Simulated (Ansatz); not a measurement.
Fermi-surface data of NiAl (P4/mmm)

Given:

```
CELL_PARAMETERS angstrom
      2.88318     0.00000     0.00000
      0.00000     2.88318     0.00000
      0.00000     0.00000     2.84055
ATOMIC_POSITIONS crystal
  Al 0.50000 0.50000 0.50000
  Ni 0.00000 0.00000 0.00000
```

The numbers are results of PBEsol, rigid bands (plane waves, PAW, scalar-relativistic; Ansatz, a first-principles code), not measurements. Condition of this run: biaxial stress xx = yy = -2 GPa (compression positive) (the target of the relaxation). Geometry: cell and atoms relaxed with PBEsol, then loaded as said.

The density of states at the Fermi level is 0.816 states/(eV·cell), both spins, the bare Sommerfeld coefficient is 0.96 mJ/(mol of atoms·K²) and the drude plasma energy is 7.3 (x), 7.3 (y), 7.1 (z) eV. The root-mean-square Fermi velocity comes out as 7.6e5 m/s. The resistivity times τ comes out as 9.3 (x), 9.3 (y), 9.8 (z) ×10⁻²² Ω·m·s.

A metal at this level (no band gap); rigid bands, thermally averaged at 300 K, both spins. Spin-orbit coupling is left out. τ is one relaxation time for all states.

Treated as nonmagnetic (a ferromagnetic start lost its moment, other orders weren't tried): NiAl (P4/mmm).
